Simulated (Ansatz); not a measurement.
Functionals compared on SiH3 on the 1x1 (10-10) surface of wurtzite ZnO (cut with top plane O + Zn), one in a 2x1 cell, started at the site 'bridge Zn-Zn (span 3.3 Å) #2', in Ansatz (plane waves, PAW). The structure was relaxed with PBE; the other rows are single points on it, each with its references at the same level. Cutoff 420 eV (500 eV for r2SCAN). The points keep PBE's geometry, so the relaxation of a polaron and the settling of charge on one site are left out.

Host crystal: wurtzite ZnO, with a band gap (PBE, scalar-relativistic without spin-orbit coupling).

Set-up: 36 atoms, 9.4 Å thick at the start under the adsorbate (thin: gaps and levels are the slab's own); mesh 3x4x1; 0.01 eV smearing; dipole correction on; 16 atoms held, the rest relaxed; no symmetry held; spin-polarised, no spin-orbit, no U, no dispersion correction. The starting moment vanished. At the end it is bonded to O. In PBE it is, or lies within 0.03 eV of, the lowest of the starts that converged. These notes are the PBE run's. r2SCAN: The program's check for a lower electronic state was not made. Adsorption energies are against SiH4(g) − ½ H2(g). A negative adsorption energy means that the adsorbate is more stable on the surface than in its reference.

```json
[
 {"functional": "PBE", "adsorption energy (eV)": "-0.48", "magnetic moment of the cell (μB)": "0.00", "rough cost of the single point": "–"},
 {"functional": "RPBE", "adsorption energy (eV)": "…", "magnetic moment of the cell (μB)": "0.00", "rough cost of the single point": "about 9 core-minutes (a rough figure)"},
 {"functional": "r2SCAN", "adsorption energy (eV)": "-0.48", "magnetic moment of the cell (μB)": "0.00", "rough cost of the single point": "roughly 25 core-minutes"}
]
```

**Question.** Fill in the missing entries.

**Answer.** 
- RPBE, adsorption energy (eV): -0.24

Ansatz is a program for electronic structure.
